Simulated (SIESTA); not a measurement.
A self-consistent single point of AgNO₃ (R3m, 5 atoms in the cell) with SIESTA

Computed with SIESTA with GGA PBEsol, numerical atomic orbitals DZP, PseudoDojo PBEsol standard norm-conserving potentials (rewritten from UPF to PSML).

This input was run:

```
# files in the folder: Ag.psml N.psml O.psml (PseudoDojo PBEsol standard)
SystemName  AgNO3
SystemLabel siesta

NumberOfAtoms                5
NumberOfSpecies              3
%block ChemicalSpeciesLabel
  1 47 Ag
  2 7 N
  3 8 O
%endblock ChemicalSpeciesLabel
LatticeConstant              1.0 Ang
%block LatticeVectors
     2.527711000    1.459375000    2.808506000
    -2.527711000    1.459375000    2.808506000
     0.000000000   -2.918749000    2.808506000
%endblock LatticeVectors
AtomicCoordinatesFormat      Fractional
%block AtomicCoordinatesAndAtomicSpecies
     0.998040000    0.998040000    0.998040000  1
     0.574110000    0.574110000    0.574110000  2
     0.434875000    0.434875000    0.859480000  3
     0.859480000    0.434875000    0.434875000  3
     0.434875000    0.859480000    0.434875000  3
%endblock AtomicCoordinatesAndAtomicSpecies

XC.functional                GGA
XC.authors                   PBEsol
PAO.BasisSize                DZP
PAO.EnergyShift              0.01 Ry
MeshCutoff                   350 Ry
%block kgrid.MonkhorstPack
    6   0   0  0.0
    0   6   0  0.0
    0   0   6  0.0
%endblock kgrid.MonkhorstPack
OccupationFunction           FD
ElectronicTemperature        10.0 meV

MaxSCFIterations             150
SCF.Mixer.Method             Broyden
SCF.Mixer.Weight             0.1
SCF.Mixer.History            6
SCF.DM.Tolerance             1.0E-04
Diag.ParallelOverK           true
WriteForces                  true
Charge.Mulliken              end
```

Output (repeated stretches shortened):

```
reinit: Reading from file input.fdf

reinit: System Name: AgNO3
reinit: System Label: siesta

coor:   Atomic-coordinates input format  =     Fractional

siesta: Atomic coordinates (Bohr) and species
siesta:      0.00000   0.00000  15.89071  1        1
siesta:      0.00000   0.00000   9.14093  2        2
siesta:      0.00000  -2.34197   9.17755  3        3
siesta:      2.02820   1.17098   9.17755  3        4
siesta:     -2.02820   1.17098   9.17755  3        5

siesta: System type = bulk

initatomlists: Number of atoms, orbitals, and projectors:      5    71    65

siesta: ******************** Simulation parameters ****************************
redata: Spin configuration                          = none
redata: Time-Reversal Symmetry                      = T
redata: Number of Atomic Species                    =        3
redata: Mesh Cutoff                                 =   350.0000 Ry
redata: Net charge of the system                    =     0.0000 |e|
redata: Min. number of SCF Iter                     =        0
redata: Max. number of SCF Iter                     =      150
redata: SCF convergence failure will abort job
redata: SCF mix quantity                            = Hamiltonian
redata: Mix DM or H after convergence               =   F
redata: Recompute H after scf cycle                 =   F
redata: Mix DM in first SCF step                    =   T
redata: No kicks to SCF
redata: DM Mixing Weight for Kicks                  =     0.5000
redata: Require Harris convergence for SCF          =   F
redata: Harris energy tolerance for SCF             =     0.000100 eV
redata: Require DM convergence for SCF              =   T
redata: DM tolerance for SCF                        =     0.000100
redata: Require EDM convergence for SCF             =   F
redata: EDM tolerance for SCF                       =     0.001000 eV
redata: Require H convergence for SCF               =   T
   [... lines left out ...]
diag: Parallel distribution                         =     1 x     1
diag: Used triangular part                          = Lower
diag: Absolute tolerance                            =  0.100E-15
diag: Orthogonalization factor                      =  0.100E-05
diag: Memory factor                                 =  1.0000

superc: Internal auxiliary supercell:     5 x     5 x     5  =     125
superc: Number of atoms, orbitals, and projectors:    625   8875   8125

                        Single-point calculation

superc: Internal auxiliary supercell:     5 x     5 x     5  =     125
superc: Number of atoms, orbitals, and projectors:    625   8875   8125

outcell: Unit cell vectors (Ang):
        2.527711    1.459375    2.808506
       -2.527711    1.459375    2.808506
        0.000000   -2.918749    2.808506

outcell: Cell vector modules (Ang)   :    4.050531    4.050531    4.050531
outcell: Cell angles (23,13,12) (deg):     77.2242     77.2242     77.2242
outcell: Cell volume (Ang**3)        :     62.1614
new_DM -- step:     1
Initializing Density Matrix...

Attempting to read DM from file... Failed...
DM filled with atomic data:

InitMesh: MESH = 48 x 48 x 48 = 110592
InitMesh: Mesh cutoff (required, used) =   350.000   421.906 Ry

stepf: Fermi-Dirac step function
        iscf     Eharris(eV)        E_KS(eV)     FreeEng(eV)     dDmax    Ef(eV) dHmax(eV)
   scf:    1    -5805.005211    -5826.252618    -5826.252618  1.634718 -2.431368 14.140816
   scf:    2    -5833.855616    -5830.339186    -5830.339186  0.181819 -2.983640  9.136220
   scf:    3    -5835.417735    -5833.667469    -5833.667469  0.328153 -4.025038  1.870121
   scf:    4    -5833.778617    -5833.761322    -5833.761322  0.079840 -3.619317  0.611454
   scf:    5    -5833.802286    -5833.789154    -5833.789154  0.028773 -3.794314  0.236416
   scf:    6    -5833.790844    -5833.790127    -5833.790127  0.007578 -3.757374  0.085604
   [... 2 lines left out ...]
   scf:    9    -5833.791442    -5833.791378    -5833.791378  0.003668 -3.748876  0.004076
   scf:   10    -5833.791381    -5833.791379    -5833.791379  0.000105 -3.749043  0.003512
   scf:   11    -5833.791382    -5833.791381    -5833.791381  0.000111 -3.749320  0.002393
   scf:   12    -5833.791383    -5833.791382    -5833.791382  0.000129 -3.749592  0.001157
   scf:   13    -5833.791382    -5833.791382    -5833.791382  0.000079 -3.749777  0.000523
SCF Convergence by DM+H criterion
max |DM_out - DM_in|         :     0.0000788168
max |H_out - H_in|      (eV) :     0.0005227007
SCF cycle converged after 13 iterations

Using DM_out to compute the final energy and forces

siesta: E_KS(eV) =            -5833.7914

siesta: E_KS - E_eggbox =     -5833.7914

siesta: Atomic forces (eV/Ang):
     1    0.000000    0.000000   -0.057568
     2   -0.000000   -0.000000   -0.138155
     3    0.000000   -2.597267    0.065832
     4    2.249301    1.298634    0.065832
     5   -2.249301    1.298634    0.065832
   Tot    0.000000    0.000000    0.001773
   Max    2.597267
   Res    1.162549    sqrt( Sum f_i^2 / 3N )
   Max    2.597267    constrained

Stress tensor Voigt[x,y,z,yz,xz,xy] (kbar):      -61.45      -61.45       58.40        0.00        0.00        0.00
(Free)E + p*V (eV/cell)    -5832.9572
Target enthalpy (eV/cell)    -5833.7914

siesta: Program's energy decomposition (eV):
siesta: Ebs     =      -945.634994
siesta: Eions   =      7928.946519
siesta: Ena     =       853.789576
siesta: Ekin    =      2545.527689
siesta: Enl     =      -296.935836
siesta: Eso     =         0.000000
siesta: Edftu   =         0.000000
siesta: DEna    =        33.307912
siesta: DUscf   =         2.249679
siesta: DUext   =         0.000000
siesta: Ex      =      -974.817404
siesta: Ec      =       -67.966479
siesta: Exc     =     -1042.783883
siesta: Eharris =     -5833.791382
siesta: Etot    =     -5833.791382
siesta: FreeEng =     -5833.791382

siesta: Atomic forces (eV/Ang):
siesta:      1    0.000000    0.000000   -0.057568
siesta:      2   -0.000000   -0.000000   -0.138155
siesta:      3    0.000000   -2.597267    0.065832
siesta:      4    2.249301    1.298634    0.065832
siesta:      5   -2.249301    1.298634    0.065832
siesta: ----------------------------------------
siesta:    Tot    0.000000    0.000000    0.001773

siesta: Stress tensor (static) (eV/Ang**3):
siesta:    -0.038355    0.000000    0.000000
siesta:     0.000000   -0.038355    0.000000
siesta:     0.000000    0.000000    0.036451

siesta: Cell volume =         62.161406 Ang**3

siesta: Pressure (static):
   [... lines left out ...]
siesta:          21.50121327        -59.71771563  kBar
   [... lines left out ...]
               5px     4dxy    4dyz    4dz2    4dxz    4dx2-y2 4dxy    4dyz
               4dz2    4dxz    4dx2-y2
   1 18.908   2.001   0.579  -0.137   2.001   2.001   2.001   0.220   0.161
              0.220   1.934   1.939   1.942   1.939   1.934   0.045   0.035

              0.015   0.035   0.045

Species: N
Atom  Qatom  Qorb
               2s      2s      2py     2pz     2px     2py     2pz     2px
               3Pdxy   3Pdyz   3Pdz2   3Pdxz   3Pdx2-y2
   2  4.898   0.689   0.447   0.597   0.724   0.597   0.470   0.417   0.470
              0.153   0.081   0.018   0.081   0.153

Species: O
Atom  Qatom  Qorb
               2s      2s      2py     2pz     2px     2py     2pz     2px
               3Pdxy   3Pdyz   3Pdz2   3Pdxz   3Pdx2-y2
   3  6.065   1.494   0.175   0.850   1.408   1.671   0.272   0.081   0.054
              0.008   0.020   0.007   0.004   0.022
   4  6.065   1.494   0.175   1.466   1.408   1.055   0.109   0.081   0.217
              0.018   0.008   0.007   0.016   0.011
   5  6.065   1.494   0.175   1.466   1.408   1.055   0.109   0.081   0.217
              0.018   0.008   0.007   0.016   0.011

mulliken: Qtot =       42.000

Mulliken Atomic Populations:
Atom #   charge [q] valence [e]  Species
     1     0.091791   18.908209  Ag
     2     0.102328    4.897672  N
     3    -0.064706    6.064706  O
     4    -0.064706    6.064706  O
     5    -0.064706    6.064706  O
 Total     0.000000
```

The run converged in 13 iterations.

The starting cell comes from a database of computed structures (which also holds hypothetical and non-ambient phases and stackings), without a prior relaxation at this level. Its lattice was rescaled by a random factor within 2.5 % of one. Values carry the incompleteness of an atom-centred basis. Forces in this geometry exceed 1 eV/Å.
